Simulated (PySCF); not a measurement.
PySCF 2.14.0, WB97X/def2-svpd, df: Ti(NMe)(NH2)(Me) (C[N]=[Ti]([CH3])[NH2]), 13 atoms. The geometry is a generated start, not checked to be a minimum at this level.

| Quantity | Value |
|---|---|
| task | energy |
| method | wb97x |
| basis | def2-svpd |
| two-electron scheme | density fitting |
| mol.max_memory | 3000 MB |
| mf.max_cycle | 100 |
| mf.init_guess | minao (default) |
| mf.DIIS | CDIIS (default) |
| mf.diis_space | 8 (default) |
| mf.conv_tol | 1e-09 (default) |
| mf.grids.level | 3 (default) |
| basis functions | 178 |
| grid points | 155408 |

```xyz
13

Ti     1.3103     0.4036     0.0078
N      0.6960    -0.8566    -0.9761
C     -0.4740    -1.6645    -1.0576
H     -0.2173    -2.7157    -1.2571
H     -1.0537    -1.6238    -0.1060
H     -1.1325    -1.3268    -1.8738
N      1.0755    -0.1119     1.8218
H      0.6399    -1.0259     1.9938
H      0.5857     0.5779     2.4073
C     -0.1380     1.8908    -0.2210
H     -1.0741     1.4942     0.2207
H     -0.3448     2.1404    -1.2706
H      0.1269     2.8183     0.3108
```

Charge 0 and multiplicity 1 are set for this test and not shown to be the ground state.

One run each on 2 threads, 1 BLAS thread. Values of level_shift (Hartree) tried: 0 (default), 0.1, 0.3, 1.

**Question.** Predict the course of the Fock builds along this series.

**Answer.** Fewest Fock builds, within one of each other: 0 (default) with 18, 0.1 with 18. The count rises to 37 at 1. All converge to one solution.

| level_shift (Hartree) | Fock builds | end |
|---|---|---|
| 0 (default) | 18 | same solution |
| 0.1 | 18 | same solution |
| 0.3 | 22 | same solution |
| 1 | 37 | same solution |
